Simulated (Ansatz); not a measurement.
Bond-angle distributions (per cent of the angles at each element, bins of 10°) of a relaxed model of amorphous Si24O51Lu2 at 2.64 g/cm³. Level of theory: PBE, scalar-relativistic without spin-orbit coupling (plane waves to 420 eV, PAW; Ansatz, a program for electronic structure).

The cell was made by melting and quenching with the CHGNet potential and then relaxed with DFT. O atoms were pushed apart under 1.9 Å during the dynamics, to hinder bonds among them. The hot cell started wider than the set density and was brought back towards it in steps. It is the lowest in DFT energy of 2 quenches. It is a model cell: composition and starting density were chosen by hand, and all elements were melted together. No dispersion term was used. Its density started from a set value of 2.64 and ended at 2.64 g/cm³. The quench (nominally 400 K/ps over its main leg) was far faster than any real one, so the model tends to hold more defects than a real film. Values belong to this one cell and scatter from quench to quench. The volume was held where the preparation left it and the shape relaxed, at a PBE pressure of -0.7 GPa (tension). Stress components on the final sampling reach 0.8 GPa.

Neighbours within Si-Si 2.60 Å, Si-O 1.90 Å, Si-Lu 3.28 Å, O-O 1.58 Å, O-Lu 2.78 Å, Lu-Lu 4.11 Å count as bonded. Two cations that share two anions don't count as bonded, nor two that share one unless they lie closer than Si-Si 2.38 Å, Si-Lu 3.19 Å, Lu-Lu 4.00 Å.

| angle (°) | at Si | at O |
|---|---|---|
| 50-60 | 0 | 0 |
| 60-70 | 0 | 0 |
| 70-80 | 0 | 0 |
| 80-90 | 0 | 0 |
| 90-100 | 2 | 7 |
| 100-110 | 56 | 5 |
| 110-120 | 40 | 10 |
| 120-130 | 3 | 15 |
| 130-140 | 0 | 26 |
| 140-150 | 0 | 20 |
| 150-160 | 0 | 13 |
| 160-170 | 0 | 5 |
| 170-180 | 0 | 0 |

They go with these counts of neighbours within the cut-offs, cation contacts included: Si mean 4.0, most often 4; O mean 2.1, most often 2.
